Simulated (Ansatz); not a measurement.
Worked example: zone-centre phonon calculation of Tl₂Pd (C2/c, 6 atoms in the cell) in Ansatz (a quantum-chemistry and plane-wave program).

Computed with LDA (PW92), default PAW files made with PBE (plane waves; Ansatz).

```
Tl2Pd
1.0
    4.43625    -3.39313     0.00000
    4.43625     3.39313     0.00000
   -3.74448     0.00000     4.43832
Tl Pd
4 2
Cartesian
  5.28656   1.12713   0.73871
 -0.15854  -1.12713   3.69961
  1.71369   1.12713   1.48045
  3.41432  -1.12713   2.95788
  3.50013   3.38770   1.10958
  1.62789  -3.38770   3.32874
```

Reference input (self-consistent single point, DFT, LDA (PW92), plane waves, default PAW files made with PBE): basis.ecutwfc = 30.9 Ry; kpoints.mp_grid.grid = 4 4 5; hamiltonian.xc = lda; hamiltonian.pseudopotentials = {kind: paw} (the program's default PAW files); scf.occupations.method = fermi_dirac; scf.occupations.width = 0.0073 Ry. This run's input differs from it in these lines:

```diff
@@ -22,6 +22,5 @@
   occupations: { method: fermi_dirac, width: 0.0073 Ry }
-output:
-  forces: true
-  eigenvalues: true
-  stress: true
+  convergence: { dr2_threshold: 1.0e-05 eV }
+phonons:
+  method: dfpt
```

Output, abridged:

```
SCF iter   1: F=—  HF=-58276.518703 eV  |F-HF|=—  |Δ(HF+E_count)|=         —  Δρ=8.90e-3  dr2=1.06e-1  ethr=1.77e-3  ⟨swp⟩=6.4  Hψ=8004  notcnv=0  defer=24
all-band conjugate gradients solve this SCF's bands
preconditioner: auto → Kerker (q_TF=auto, 2.545 Å⁻¹)
SCF iter   2: F=—  HF=-58276.499535 eV  |F-HF|=—  |Δ(HF+E_count)|=   1.92e-2  Δρ=3.70e-3  dr2=1.78e-2  ethr=1.21e-4  ⟨swp⟩=2.0  Hψ=3976  notcnv=0  defer=34
   [... lines left out ...]
SCF iter   4: F=—  HF=-58276.494800 eV  |F-HF|=—  |Δ(HF+E_count)|=   1.00e-4  Δρ=1.50e-4  dr2=4.03e-5  ethr=5.78e-7  ⟨swp⟩=2.7  Hψ=3424  notcnv=0  defer=34
iter 5 did not close the SCF: its close was put off for the readings that it lacked (scf_convergence_deferred on its scf_iter line)
SCF iter   5: F=-58276.494789 eV  HF=-58276.494790 eV  |F-HF|=1.78e-6  |Δ(HF+E_count)|=   9.50e-6  Δρ=4.00e-5  dr2=3.67e-6  ethr=4.58e-8  ⟨swp⟩=2.5  Hψ=2985  notcnv=0  defer=34
SCF iter   6: F=-58276.494790 eV  HF=-58276.494790 eV  |F-HF|=4.55e-8  |Δ(HF+E_count)|=   7.72e-7  Δρ=9.28e-6  dr2=1.09e-7  ethr=4.17e-9  ⟨swp⟩=10.2  Hψ=15422  notcnv=0
SCF 1 converged in 6 iterations: F = -58276.494790 eV  dr2 = 1.09e-7
DFPT response loops at Γ: preconditioner auto → Kerker (q_TF=auto, 2.545 Å⁻¹) (partly filled bands, converged f_vac=0.000) …
phonon interpolation: 16 periodic images of 16 blocks of the force constants (a block to an ordered pair of atoms and a translation) lie up to 2.02e-3 Å …
Free energy (F): -58276.494790 eV
Internal energy: -58276.390326 eV  (E = F + TS)
E sigma→0 (E₀):  -58276.442558 eV
Entropy (-TS):   -0.104463 eV (-17.411 meV/atom)
Fermi energy:    13.235614 eV
   [... lines left out ...]
  ASR residual: 2.139e-3 → 0.000e0 eV/Å²; symmetrization residual: 9.880e-7 eV/Å²
  ASR residual per site (eV/Å²): 1.77e-3 1.77e-3 1.77e-3 1.77e-3 2.14e-3 2.14e-3
  Γ frequencies (cm⁻¹): 0.00 0.00 0.00 49.59 50.30 50.98 52.23 52.48 60.95 61.59 62.71 65.08 68.33 92.26 92.72 114.44 114.60 145.26
  non-analytic LO–TO correction: not included (Born effective charges unavailable; polar crystals: no LO–TO splitting at Γ)
```

The run converged in 6 iterations.  The full log also holds: “iter 5 did not close the SCF: its close was put off for the readings that it lacked (scf_convergence_deferred on its scf_iter line)”.

Summary of the result:
- Free energy E − TS (on the zero of these files) = -58276.4948 eV
- Fermi level (on the code's own zero) = 13.24 eV
- Zone-centre frequencies (cm⁻¹; negative means imaginary) = 0, 0, 0, 50, 50, 51, 52, 52, 61, 62, 63, 65, 68, 92, 93, 114, 115, 145

The starting cell comes from a database of computed structures (which also holds hypothetical and non-ambient phases and stackings), without a prior relaxation at this level. Its lattice was rescaled by up to half a per cent. Spin polarisation is off.

Cost on one core of a shared machine: roughly 5 min.

Keys are those of Ansatz 0.2.
